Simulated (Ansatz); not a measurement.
Consider ZnGeP2 in the chalcopyrite structure (space group I-42d, No. 122; a = 5.500 Å, c = 10.845 Å). Axes: x, y, z lie along a, b, c of the conventional cell.

The values are results of PBE (Ansatz, a first-principles code, PAW, no SOC), not measurements.

Before the change:

Pressure: 0.0 kbar

One thing is altered: tensile biaxial strain of 1.50 % in the plane normal to [001], as in epitaxy on a mismatched substrate; the out-of-plane cell vector and the atoms relax.

How does this affect the out-of-plane strain?

The out-of-plane strain comes out as -1.32 %.

What happens to the pressure?

The pressure (mean of the normal stresses, compression positive) goes from zero to -11.8 kbar.

Stability against distortions was not tested.
